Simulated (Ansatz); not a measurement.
Take ZnCu2SnS4 (space group I-4, No. 82; a = 5.4141 Å, c = 10.8216 Å) as the base.

The values are results of plane-wave PAW DFT at the r2SCAN level (Ansatz, a first-principles code, 500 eV), spin-orbit coupling left out, not measurements.

For the base:

The width of the top valence band comes out as 0.88 eV and the volume per atom is 19.83 Å³.

One thing is altered: full substitution Cu → Ag; the structure is relaxed again.

**Question.** What does the calculation give for the width of the top valence band and volume per atom after the change?

**Answer.** The width of the top valence band rises by 0.03 eV to 0.91 eV; the volume per atom goes up by 3.15 Å³ to 22.98 Å³.

The levels and masses belong to the bands next to the band gap. Stability against distortions was not tested. As relaxed here, ZnAg2SnS4 is a hypothetical phase, not in the database extracts checked. The final runs are not spin-polarised.
